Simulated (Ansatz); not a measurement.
# A series of runs on Se₂GaNaO₆ (Pnma, 40 atoms in the cell)

```
NaGa(SeO3)2
1.0
   12.29135     0.00000     0.00000
    0.00000     5.22731     0.00000
    0.00000     0.00000     7.70216
Se Ga Na O
8 4 4 24
Cartesian
  0.81528   1.30683   5.47339
  5.33039   3.92048   1.62231
  6.96096   1.30683   6.07986
 11.47606   3.92048   2.22877
  8.68322   3.92048   7.63099
  9.75380   1.30683   3.77991
  2.53755   3.92048   3.92225
  3.60812   1.30683   0.07117
 11.04328   3.92048   5.39852
  7.39374   1.30683   1.54744
  4.89761   3.92048   6.15472
  1.24806   1.30683   2.30364
 10.87907   1.30683   0.08010
  7.55795   3.92048   3.93118
  4.73340   1.30683   3.77098
  1.41228   3.92048   7.62206
  0.24706   1.30683   3.91732
  5.89862   3.92048   0.06624
  6.39273   1.30683   7.63592
 12.04429   3.92048   3.78484
 12.26922   0.02980   6.15172
  6.16780   5.19752   2.30064
  6.12355   2.58386   5.40153
  0.02212   2.64345   1.55045
  0.02212   5.19752   1.55045
  6.12355   0.02980   5.40153
  6.16780   2.64345   2.30064
 12.26922   2.58386   6.15172
 10.29769   3.92048   7.19228
  8.13933   1.30683   3.34120
  4.15202   3.92048   4.36096
  1.99366   1.30683   0.50988
  8.74161   5.21999   0.97740
  9.69541   0.00732   4.82849
  2.59593   2.62097   2.87368
  3.54974   2.60634   6.72476
  3.54974   0.00732   6.72476
  2.59593   5.21999   2.87368
  9.69541   2.60634   4.82849
  8.74161   2.62097   0.97740
```

Base run A: LDA (PW92), default PAW files made with PBE (Ansatz, a program for electronic structure), self-consistent single point.

Its settings: kpoints.mp_grid.grid = 1 3 2; hamiltonian.xc = lda; hamiltonian.pseudopotentials = {kind: paw} (the program's default PAW files); scf.occupations.method = cold; scf.occupations.width = 0.0037 Ry.

The starting cell comes from a database of published, mostly measured structures (it also holds non-ambient and calculated ones), without a prior relaxation at this level. Its lattice was rescaled by a random factor within 2.5 % of one. In the base run, with a pressure of about 5 GPa the cell is away from its equilibrium volume at this level. In the base run, forces exceed 1 eV/Å. Ansatz's pressure includes its estimate of the finite-basis (Pulay) stress.

Run A gave: pressure (GPa) 5.46; largest force (eV/Å) 1.970; gap on the mesh (eV) 3.695.

Runs:
- B: hamiltonian.xc: lda → pbesol [PBEsol]
- C: hamiltonian.xc: lda → blyp [BLYP]
- D: hamiltonian.xc: lda → r2scan [r2SCAN]

Question: What does run C change against A?

Answer: The pressure goes from 5.46 to 18.85 GPa, the largest force goes from 1.970 to 2.952 eV/Å and the gap on the mesh goes from 3.695 to 3.917 eV.

Question: What does run B change against A?

Answer: The pressure goes from 5.46 to 10.22 GPa, the largest force goes from 1.970 to 2.349 eV/Å and the gap on the mesh goes from 3.695 to 3.753 eV.

| run | pressure (GPa) | largest force (eV/Å) | gap on the mesh (eV) |
|---|---|---|---|
| A | 5.46 | 1.970 | 3.695 |
| B | 10.22 | 2.349 | 3.753 |
| C | 18.85 | 2.952 | 3.917 |
| D | 8.84 | 1.767 | 4.412 |

Left out of this page: 2 runs of the series held back from this collection.

Keys are those of Ansatz 0.2.
